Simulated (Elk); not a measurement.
# Elk run on WC (P-6m2, 2 atoms in the cell): self-consistent single point

Method of the run: PBE, all-electron FP-LAPW, Elk's shipped species files, APW+lo basis with extra local orbitals in Elk 10.2.4.

Input as run:

```
tasks
  0

xctype
  20

rgkmax
  7.5

gmaxvr
  16.0

nxlo
  2

lorbcnd
  .true.

lmaxi
  3

swidth
  0.00367493

maxscl
  100

scale
  5.374869939

avec
    1.0000000000   -0.0000000620    0.0000000000
   -0.4999999463    0.8660254348    0.0000000000
    0.0000000000    0.0000000000    0.9735478761

atoms
  2
  'W.in'
  1
  0.0000000000  0.0000000000  0.0000000000    0.0 0.0 0.0
  'C.in'
  1
  0.6666666667  0.3333333333  0.5000000000    0.0 0.0 0.0

ngridk
  9 9 8
```

The program printed (abridged):

```
│ Elk code version 10.2.4 │

All units are atomic (Hartree, Bohr, etc.)

│ Ground-state run starting from atomic densities │

Lattice vectors :
   5.374869939     -0.3332419362E-06   0.000000000
  -2.687434681       4.654774076       0.000000000
   0.000000000       0.000000000       5.232693213

Unit cell volume      :    130.9157278
Brillouin zone volume :    1.894731960

Muffin-tin inner radius fraction :   0.1000000000E-01

Nuclei treated as point charges

Species :    1 (W)
 parameters loaded from : W.in
 name : tungsten
 nuclear charge    :   -74.00000000
 electronic charge :    74.00000000
 atomic mass :    335119.8190
 muffin-tin radius :    2.440225692
 number of radial points in muffin-tin :    697
 atomic positions (lattice), magnetic fields (Cartesian) :
   1 :   0.00000000  0.00000000  0.00000000    0.00000000  0.00000000  0.00000000

Species :    2 (C)
 parameters loaded from : C.in
 name : carbon
 nuclear charge    :   -6.000000000
 electronic charge :    6.000000000
 atomic mass :    21894.16672
 muffin-tin radius :    1.568716517
 number of radial points in muffin-tin :    297
 atomic positions (lattice), magnetic fields (Cartesian) :
   1 :   0.66666667  0.33333333  0.50000000    0.00000000  0.00000000  0.00000000

Total number of atoms per unit cell :    2

Spin treatment :
 spin-unpolarised

Number of Bravais lattice symmetries :   24
Number of crystal symmetries         :   12
Crystal has no inversion symmetry
Complex Hermitian eigensolver will be used

k-point grid :      9     9     8
k-point offset :    0.000000000       0.000000000       0.000000000
k-point set is reduced with full crystal symmetry group
Total number of k-points :       95

Muffin-tin radius times maximum |G+k| :    7.500000000
 using average radius
Maximum |G+k| for APW functions       :    3.741635379
Maximum (1/2)|G+k|²                   :    6.999917654
Maximum |G| for potential and density :    16.00000000
 potential will be trimmed for |G| > 2 gkmax
Constant for pseudocharge density :   10
Radial integration step length :    4

G-vector grid sizes :     28    28    27
Number of G-vectors :     9081

Maximum angular momentum used for
 APW functions                      :    8
 outer part of muffin-tin           :    6
 inner part of muffin-tin           :    3

Total nuclear charge    :   -80.00000000
Total core charge       :    48.00000000
Total valence charge    :    32.00000000
Total excess charge     :    0.000000000
Total electronic charge :    80.00000000

Effective Wigner radius, rₛ :   0.7310342802

Number of empty states         :    8
Total number of valence states :   24
Total number of core states    :   48

Conduction state local-orbitals added automatically
Total number of local-orbitals :  167

Exchange-correlation functional :     20     0     0
 Perdew-Burke-Ernzerhof, Phys. Rev. Lett. 77, 3865 (1996)
 gradient requirement :    1
 generalised gradient approximation (GGA)

Smearing type :    3
 Fermi-Dirac
Smearing width :   0.3674930000E-02
Effective electronic temperature (K) :    1160.451112

Mixing type :    3
 Broyden mixing, J. Phys. A: Math. Gen. 17, L317 (1984)

Kohn-Sham potential initialised from atomic data

│ Self-consistent loop started │
│ Loop number : 1 │
 total energy                :     -16195.3654697
│ Loop number : 2 │
 total energy                :     -16196.0218649
RMS change in Kohn-Sham potential (target) :    2.065691291     (  0.1000000000E-05)
Absolute change in total energy (target)   :   0.6563951499     (  0.1000000000E-03)
│ Loop number : 3 │
 total energy                :     -16195.5247821
RMS change in Kohn-Sham potential (target) :    2.028860501     (  0.1000000000E-05)
Absolute change in total energy (target)   :   0.3329839370     (  0.1000000000E-03)
│ Loop number : 4 │
 total energy                :     -16200.4774862
RMS change in Kohn-Sham potential (target) :   0.9387446599     (  0.1000000000E-05)
Absolute change in total energy (target)   :    4.869458064     (  0.1000000000E-03)
│ Loop number : 5 │
 total energy                :     -16203.1682884
RMS change in Kohn-Sham potential (target) :   0.2884865909     (  0.1000000000E-05)
Absolute change in total energy (target)   :    3.908166684     (  0.1000000000E-03)
│ Loop number : 6 │
 total energy                :     -16203.9190326
RMS change in Kohn-Sham potential (target) :   0.6523143407E-01 (  0.1000000000E-05)
Absolute change in total energy (target)   :    1.727785948     (  0.1000000000E-03)
│ Loop number : 7 │
 total energy                :     -16204.2931727
RMS change in Kohn-Sham potential (target) :   0.1313624966E-01 (  0.1000000000E-05)
Absolute change in total energy (target)   :   0.8060865262     (  0.1000000000E-03)
│ Loop number : 8 │
 total energy                :     -16204.3748348
RMS change in Kohn-Sham potential (target) :   0.1308293907E-02 (  0.1000000000E-05)
Absolute change in total energy (target)   :   0.2831837291     (  0.1000000000E-03)
│ Loop number : 9 │
 total energy                :     -16204.4238608
RMS change in Kohn-Sham potential (target) :   0.2932186729E-02 (  0.1000000000E-05)
Absolute change in total energy (target)   :   0.1198219886     (  0.1000000000E-03)
│ Loop number : 10 │
 total energy                :     -16204.3993336
RMS change in Kohn-Sham potential (target) :   0.1597195588E-02 (  0.1000000000E-05)
Absolute change in total energy (target)   :   0.5428272867E-02 (  0.1000000000E-03)
│ Loop number : 11 │
 total energy                :     -16204.3898397
RMS change in Kohn-Sham potential (target) :   0.6086641812E-03 (  0.1000000000E-05)
Absolute change in total energy (target)   :   0.8136844797E-02 (  0.1000000000E-03)
│ Loop number : 12 │
 total energy                :     -16204.3818053
RMS change in Kohn-Sham potential (target) :   0.2108091788E-04 (  0.1000000000E-05)
Absolute change in total energy (target)   :   0.1006864777E-01 (  0.1000000000E-03)
│ Loop number : 13 │
 total energy                :     -16204.3816098
RMS change in Kohn-Sham potential (target) :   0.1097438943E-04 (  0.1000000000E-05)
Absolute change in total energy (target)   :   0.2712634632E-02 (  0.1000000000E-03)
│ Loop number : 14 │
 total energy                :     -16204.3816662
RMS change in Kohn-Sham potential (target) :   0.5407292498E-05 (  0.1000000000E-05)
Absolute change in total energy (target)   :   0.6217490445E-03 (  0.1000000000E-03)
│ Loop number : 15 │
 total energy                :     -16204.3817497
RMS change in Kohn-Sham potential (target) :   0.1443111813E-05 (  0.1000000000E-05)
Absolute change in total energy (target)   :   0.7190324686E-04 (  0.1000000000E-03)
│ Loop number : 16 │
 total energy                :     -16204.3817250
RMS change in Kohn-Sham potential (target) :   0.2279854322E-06 (  0.1000000000E-05)
Absolute change in total energy (target)   :   0.4266043106E-04 (  0.1000000000E-03)
Convergence targets achieved

│ Loop number : 17 │

Energies :
 Fermi                       :     0.602687995623
 sum of eigenvalues          :     -9899.50342505
 electron kinetic            :      18252.4671912
 core electron kinetic       :      17605.5654169
 Coulomb                     :     -34125.8078387
 Coulomb potential           :     -27719.1037980
 nuclear-nuclear             :     -1298.59746626
 electron-nuclear            :     -37935.3169468
 Hartree                     :      5108.10657437
 Madelung                    :     -20266.2559396
 xc potential                :     -432.866818251
 exchange                    :     -326.320666598
 correlation                 :     -4.72004214781
 electron entropic           :    -0.373344207022E-03
 total energy                :     -16204.3817295

Density of states at Fermi energy :    8.556371489
 (states/Hartree/unit cell)

Estimated indirect band gap :   0.5483614394E-02
 from k-point     18 to k-point     20
Estimated direct band gap   :   0.4087122073E-01
 at k-point     18

Charges :
 core                        :    48.00000000
 valence                     :    32.00000000
 interstitial                :    3.059731954
 muffin-tins (core leakage)
  species :    1 (W)
   atom    1                 :    72.19814757     (  0.1635448555E-05)
  species :    2 (C)
   atom    1                 :    4.742120477     (  0.2778839457E-04)
 total in muffin-tins        :    76.94026805
 total calculated charge     :    79.99276218
 total charge                :    80.00000000
 error                       :   0.7237818946E-02

│ Self-consistent loop stopped │
```

The run converged in 17 iterations. The count includes the last loop, which Elk runs after its targets are met.

The starting cell comes from a database of computed structures (which also holds hypothetical and non-ambient phases and stackings), without a prior relaxation at this level. Its lattice was rescaled by a random factor within 2.5 % of one. Spin-orbit coupling is off. Spin polarisation is off. Values depend on the basis (sphere radii, cutoffs, local orbitals), which need not be converged. The log's line on a gap gives a spacing of levels on this mesh, which the program prints for metals too.

Cost on one core of a shared machine: roughly 2 min.
